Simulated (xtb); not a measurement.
xtb 6.7.1, GFN1-xTB: CC1(C)c2ccsc2-c2sc(-c3c(F)c(F)cc(F)c3F)cc21, 33 atoms. The geometry is a generated start, not checked to be a minimum at this level.

* **method**: GFN1-xTB
* **--acc**: 1 (default)
* **--etemp (K)**: 300 (default)
* **detailed input (--input)**: none: ANC optimiser, Lindh (1995) Hessian, microcycle=20, maxdispl=1.0, hlow=0.01 (default)
* **basis functions**: 124
* **valence electrons**: 118

The structure is relaxed from this start with --opt LEVEL for the levels crude, sloppy, loose, lax, normal, tight, vtight, extreme, once each. Up to the end of the extreme run atoms move by at most 1.6 Å along an axis.

### Question
Which level is enough to come within 5 meV of the tightest end point?

### Answer
normal: 41 cycles against 68, ending 0.37 meV above.

```json
[
 {"level": "crude", "cycles": "4", "energy above the extreme run (meV)": "110", "gradient norm (eV/Å)": "0.33"},
 {"level": "sloppy", "cycles": "20", "energy above the extreme run (meV)": "13", "gradient norm (eV/Å)": "0.27"},
 {"level": "loose", "cycles": "22", "energy above the extreme run (meV)": "10.0", "gradient norm (eV/Å)": "0.069"},
 {"level": "lax", "cycles": "24", "energy above the extreme run (meV)": "8.7", "gradient norm (eV/Å)": "0.11"},
 {"level": "normal", "cycles": "41", "energy above the extreme run (meV)": "0.37", "gradient norm (eV/Å)": "0.026"},
 {"level": "tight", "cycles": "46", "energy above the extreme run (meV)": "0.15", "gradient norm (eV/Å)": "0.012"},
 {"level": "vtight", "cycles": "53", "energy above the extreme run (meV)": "0.061", "gradient norm (eV/Å)": "0.0016"},
 {"level": "extreme", "cycles": "68", "energy above the extreme run (meV)": "—", "gradient norm (eV/Å)": "0.0014"}
]
```
